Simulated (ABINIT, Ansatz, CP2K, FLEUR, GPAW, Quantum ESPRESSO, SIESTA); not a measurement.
BaSrI₄ (R-3m, 6 atoms in the cell) computed with different codes at matched settings

Self-consistent single point.

```
CELL_PARAMETERS angstrom
      2.93501     1.69453     9.36382
     -2.93501     1.69453     9.36382
      0.00000    -3.38906     9.36382
ATOMIC_POSITIONS crystal
  Ba 0.00000 0.00000 0.00000
  Sr 0.50000 0.50000 0.50000
  I  0.62280 0.62280 0.62280
  I  0.37720 0.37720 0.37720
  I  0.87091 0.87091 0.87091
  I  0.12909 0.12909 0.12909
```

All programs got the same cell, k-point mesh and kind of occupations (some realise fixed ones as a very narrow smearing) (in Ansatz's words: kpoints.mp_grid.grid = 3 3 3; scf.occupations.method = fixed); potentials, basis and cutoffs are each program's usual ones.

```
code                                                                                                                                      model  pressure (GPa)  largest force (eV/Å)  gap on the mesh (eV)  k-points           cutoff
----------------  -----------------------------------------------------------------------------------------------------------------------------  --------------  --------------------  --------------------  --------  ---------------
SIESTA            GGA PBEsol, numerical atomic orbitals DZP, PseudoDojo PBEsol standard norm-conserving potentials (rewritten from UPF to PSML)           -1.49                 0.029                 3.368        14      grid 350 Ry
ABINIT                                                           PBEsol, norm-conserving pseudopotentials (PseudoDojo nc-sr-04 PBEsol standard)           -1.55                 0.056                 3.610         6           952 eV
Quantum ESPRESSO                                                          PBEsol, PseudoDojo standard norm-conserving (PBESOL) pseudopotentials           -1.55                 0.056                 3.610         6            70 Ry
GPAW                                                                                      PBEsol, GPAW PAW datasets PBEsol (made by gpaw-setup)           -1.41                 0.046                 3.616         6           550 eV
CP2K                                                                 PBEsol, GPW, DZVP-MOLOPT-SR-GTH basis, GTH-PBE potentials (GTH_POTENTIALS)           -1.00                 0.027                 3.523        14      grid 500 Ry
FLEUR                                                                           PBEsol, all-electron FLAPW (FLEUR), scalar-relativistic valence               –                 0.055                 3.650         6  Kmax 3.8 1/bohr
Ansatz                                                                                                          PBEsol, PAW files made with PBE           -1.53                 0.055                 3.614         6           420 eV
```

Size of the force on each atom (eV/Å): Sizes of forces hide their directions.

```
code                Ba1    Sr2     I3     I4     I5     I6
----------------  -----  -----  -----  -----  -----  -----
SIESTA            0.000  0.000  0.007  0.007  0.029  0.029
ABINIT            0.000  0.000  0.006  0.006  0.056  0.056
Quantum ESPRESSO  0.000  0.000  0.006  0.006  0.056  0.056
GPAW              0.000  0.000  0.016  0.016  0.046  0.046
CP2K              0.000  0.000  0.026  0.026  0.027  0.027
FLEUR             0.000  0.000  0.007  0.007  0.055  0.055
Ansatz            0.000  0.000  0.007  0.007  0.055  0.055
```

A dash marks a value that a program does not give, or that is left out as unsure.

Gaps are read on the mesh. Another mesh or the band path gives a smaller gap, so these values are not converged in the mesh.

The spread over the programs that give each value: pressure within 0.55 GPa; largest force within 0.029 eV/Å; gap on the mesh within 0.282 eV.

The starting cell comes from a database of computed structures (which also holds hypothetical and non-ambient phases and stackings), without a prior relaxation at this level. On Ansatz's run: Spin-orbit coupling is off. Another mesh or the band path of this cell gives a smaller gap, so this value is not converged in the mesh.

Question: Why do the programs differ, and what cannot be compared?

Answer: Differences of this kind can come from the potentials, where these differ, and from what each basis and cutoff leave unconverged. The valence holds different numbers of electrons (SIESTA 48, ABINIT 48, Quantum ESPRESSO 48, GPAW 48, CP2K 48, FLEUR 88, Ansatz (a program for electronic structure) 88). The zero of total energies and Fermi levels follows the potentials and each program's conventions, so they are not compared here. SIESTA and CP2K use small atom-centred bases, whose incompleteness enters pressures, forces and empty levels differently from a plane-wave cutoff. FLEUR treats all electrons, but the usual bases taken here (sphere radii, linearisation, local orbitals, empty states) were not tested for convergence, so the values are no reference for the others. Ansatz's pressure is given at a fixed set of plane waves, as the other plane-wave codes print theirs. The programs reduce the same mesh by symmetry to different extents, which changes the work and not the result. In the gap, SIESTA (by 0.244) lies more than 0.12 eV from the median of the plane-wave programs.

Keys are those of Ansatz 0.2.
